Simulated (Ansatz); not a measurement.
Ansatz (a program for electronic structure) run on MgBe4Cu (F-43m, 6 atoms in the cell): self-consistent single point

Method of the run: PBEsol, default PAW files made with PBE (plane waves; Ansatz).

The input file:

Ansatz 0.2 input:
```yaml
# MgBe4Cu
crystal:
  lattice:
    - [0.000000, 3.049707, 3.049707]
    - [3.049707, 0.000000, 3.049707]
    - [3.049707, 3.049707, 0.000000]
  atoms:
    - { symbol: Mg, position: [0.000000, 0.000000, 0.000000] }
    - { symbol: Be, position: [0.376450, 0.376450, 0.376450] }
    - { symbol: Be, position: [0.870650, 0.376450, 0.376450] }
    - { symbol: Be, position: [0.376450, 0.376450, 0.870650] }
    - { symbol: Be, position: [0.376450, 0.870650, 0.376450] }
    - { symbol: Cu, position: [0.750000, 0.750000, 0.750000] }
basis:
  ecutwfc: 420.0
kpoints:
  mp_grid: { grid: [6, 6, 6] }
hamiltonian:
  xc: pbesol
  pseudopotentials: { kind: paw }
scf:
  occupations: { method: fermi_dirac, width: 0.1 }
output:
  forces: true
  eigenvalues: true
  stress: true
```

Log, with long lists cut:

```
WARN ansatz: RAYON_NUM_THREADS=1 ignored (pool sized by the plan → 1); use --threads N
Pseudopotentials: kind: paw
Pseudopotential: Mg, paw, valence charge 10
Pseudopotential: Be, paw, valence charge 2
Pseudopotential: Cu, paw, valence charge 19
Crystal: 6 atoms, lattice volume = 56.729 Å³
Basis set: ecut = 420 eV, 1067 PW (Γ), exchange–correlation on 60×60×60 points (8 copies of the dense FFT grid, shifted against one another)
Bands: 25, of which v1, the nominal top of the filled ones, is band 19 counted from 1 (18 counted from 0)
Symmetry: 24 space group operations
Space group: F-43m (ITA 216), of the structure as read, at distance tolerance 3.8e-5 Å
k-points: 16 of 216 (time reversal used)
PAW frozen core: Mg, regenerated for the run's functional, and the local potential with it
PAW frozen core: Be, regenerated for the run's functional, and the local potential with it
PAW frozen core: Cu, regenerated for the run's functional, and the local potential with it
Initial density: superposition of atomic densities (neutral atoms: chi_scale 0, normalization atom), corrected by the library's trained network
Initial wavefunctions: pseudopotential atomic-orbital guess
Eigensolver: davidson
Functional: x = pbesol(κ = 0.804, μ = 0.12345679012345678), c = pbesol(β = 0.046)
SCF iter   1: F=—  HF=-8862.347461 eV  |F-HF|=—  |Δ(HF+E_count)|=         —  Δρ=6.33e-3  dr2=1.13e-2  ethr=1.77e-3  ⟨swp⟩=6.7  Hψ=1907  notcnv=0
all-band conjugate gradients solve this SCF's bands
preconditioner: auto → Kerker (q_TF=auto, 2.541 Å⁻¹)
SCF iter   2: F=—  HF=-8862.344095 eV  |F-HF|=—  |Δ(HF+E_count)|=   3.37e-3  Δρ=1.27e-3  dr2=1.75e-3  ethr=3.04e-5  ⟨swp⟩=2.6  Hψ=817  notcnv=0
SCF iter   3: F=—  HF=-8862.343705 eV  |F-HF|=—  |Δ(HF+E_count)|=   3.90e-4  Δρ=8.93e-4  dr2=7.13e-4  ethr=4.74e-6  ⟨swp⟩=1.0  Hψ=389  notcnv=0
SCF iter   4: F=—  HF=-8862.343455 eV  |F-HF|=—  |Δ(HF+E_count)|=   2.50e-4  Δρ=2.42e-4  dr2=6.25e-5  ethr=1.93e-6  ⟨swp⟩=2.0  Hψ=533  notcnv=0
SCF iter   5: F=—  HF=-8862.343422 eV  |F-HF|=—  |Δ(HF+E_count)|=   3.29e-5  Δρ=5.86e-5  dr2=3.56e-6  ethr=1.69e-7  ⟨swp⟩=2.3  Hψ=568  notcnv=0
SCF iter   6: F=—  HF=-8862.343420 eV  |F-HF|=—  |Δ(HF+E_count)|=   1.59e-6  Δρ=1.17e-5  dr2=1.22e-7  ethr=9.61e-9  ⟨swp⟩=2.0  Hψ=570  notcnv=0
SCF iter   7: F=-8862.343420 eV  HF=-8862.343420 eV  |F-HF|=7.39e-8  |Δ(HF+E_count)|=   3.40e-8  Δρ=1.01e-5  dr2=7.03e-8  ethr=2.70e-10  ⟨swp⟩=6.1  Hψ=1616  notcnv=0
SCF 1 converged in 7 iterations: F = -8862.343420 eV  dr2 = 7.03e-8
SCF converged after 7 iterations
Free energy (F): -8862.343420 eV
Harris-Foulkes:  -8862.343420 eV  (|F-HF|=7.39e-8)
Internal energy: -8862.314863 eV  (E = F + TS)
E sigma→0 (E₀):  -8862.329141 eV
Entropy (-TS):   -0.028558 eV (-4.760 meV/atom)
Fermi energy:    10.608875 eV
--- Per-component energies (eV) ---
  E_band       = -754.391350
  E_kinetic    = 462.334888
  E_local      = -7122.907022  (includes V_loc(G=0)·N_el)
  E_nonlocal   = 499.979024
  E_hartree    = 3057.708500
  E_xc         = -199.237003
  E_vxc        = -239.783720  (∫ρ·V_xc dr)
  E_paw        = -2130.096179  (= ΣΔE_a)
  E_vpaw       = -469.451014  (= ΣTr[D̂ρ^β])
  E_aug_tail   = 0.000309  (compensation charges beyond the density's cutoff)
  E_ewald      = -3430.400569
  E_core_change = 0.303190  (= ΣΔE_core)
  E_smearing   = -0.028558  (= −TS)
  E_closure    = -0.000000  (closes the sum)
  Σ components = -8862.343420   (vs F -8862.343420, Δ=0.00e0)
--- Forces (eV/Å), atoms counted from 1 ---
  atom   1  Mg    -0.00000000     0.00000000    -0.00000000
  atom   2  Be    -0.01103797    -0.01103797    -0.01103797
  atom   3  Be    -0.01103797     0.01103797     0.01103797
  atom   4  Be     0.01103797     0.01103797    -0.01103797
  atom   5  Be     0.01103797    -0.01103797     0.01103797
  atom   6  Cu    -0.00000000     0.00000000     0.00000000
  max |Σ_I F_I| component: 1.10e-17 eV/Å
--- Stress (GPa, compression-positive) ---
        6.450163       0.000000      -0.000000
        0.000000       6.450163       0.000000
       -0.000000       0.000000       6.450163
  P = ⅓ Tr σ = 6.4502 GPa (64.502 kbar)
  The stress holds the Pulay correction. Without it, at fixed plane waves, as pw.x and ABINIT print it: P = 6.4152 GPa
--- Band table (eV; the first three rows and the last of 16) ---
  k-point 0: bands = ["-102.9884", "-64.2045", "-60.4895", "-60.4895", "-60.4895", "-31.1562", "-31.1562", "-31.1562", "0.0309", "5.9600", "5.9600", "5.9600", "6.2144", "6.2144", "6.8763", "9.0980", "9.0980", "9.0980", "12.8116", "12.8116", [...]
  k-point 1: bands = ["-102.9884", "-64.2045", "-60.4895", "-60.4895", "-60.4895", "-31.1565", "-31.1563", "-31.1563", "0.3146", "5.5740", "5.9931", "5.9931", "6.2296", "6.2296", "6.7671", "8.1022", "9.0327", "9.0327", "11.8866", "11.8866", [...]
  k-point 2: bands = ["-102.9884", "-64.2045", "-60.4895", "-60.4895", "-60.4895", "-31.1570", "-31.1564", "-31.1564", "1.1518", "4.1968", "5.9887", "5.9887", "6.3664", "6.3664", "6.4449", "7.5213", "8.8365", "8.8365", "11.0201", "11.0201", [...]
  k-point 15: bands = ["-102.9884", "-64.2045", "-60.4895", "-60.4895", "-60.4895", "-31.1571", "-31.1568", "-31.1566", "3.4389", "3.6139", "4.6185", "4.7698", "6.4201", "6.5368", "6.5679", "6.6985", "6.9371", "9.0655", "9.6898", "13.3360", [...]
```

The run converged in 7 iterations.

The starting cell comes from a database of computed structures (which also holds hypothetical and non-ambient phases and stackings), without a prior relaxation at this level. Its lattice was rescaled by a random factor within 2.5 % of one. Spin polarisation is off. With a pressure of about 6 GPa the cell is away from its equilibrium volume at this level. Ansatz's pressure includes its estimate of the finite-basis (Pulay) stress.
